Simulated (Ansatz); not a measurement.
**BaAg2GeS4: isotropic strain −0.75 %**

The reference is BaAg$_{2}$GeS$_{4}$ (space group I-42m, No. 121; a = 6.726 Å, c = 8.050 Å).

Now apply this change: the cell is scaled by 0.9925 in all directions; the atoms relax in the strained cell.

All numbers come from PBEsol in Ansatz (plane waves to 420 eV, PAW, no spin-orbit coupling). Settings: 7×7×7 k-points, 0.05 eV Fermi–Dirac smearing.

The space group stays I-42m (No. 121) and the shortest interatomic distance drops by 0.009 Å (2.224 Å → 2.215 Å). The energy increases by 2.2 meV/atom and the pressure (mean of the normal stresses, compression positive) goes from zero to 1.42 GPa. The band gap goes up by 0.04 eV to 0.52 eV and the gap character stays indirect, M → Γ. The smallest direct gap decreases by 0.046 eV, from 0.94 eV to 0.90 eV and the mean gap deformation potential ΔEg/Δln V amounts to -1.9 eV. The width of the top valence band increases by 0.02 eV, from 1.42 eV to 1.44 eV and the electron mass changes from 0.26 mₑ along c, 0.18 mₑ across (at Γ) to 0.27 mₑ along c, 0.18 mₑ across (at Γ).

Final structure:

```xyz
8
Lattice="-3.3380 3.3380 3.9950 3.3380 -3.3380 3.9950 3.3380 3.3380 -3.9950" Properties=species:S:1:pos:R:3 pbc="T T T"
Ge     0.0000     0.0000     3.9950
Ag     0.0000     3.3380     1.9975
Ag     3.3380     0.0000     1.9975
S      1.2871     1.2871     2.7327
S      1.2871    -1.2871     5.2573
S      2.0509     2.0509    -1.2623
S     -1.2871     1.2871     5.2573
Ba     0.0000     0.0000     0.0000
```

Masses are band curvatures over ±0.01 Å⁻¹ around the edge. Whether these cells are dynamically stable was not tested.

Ansatz is a first-principles code.
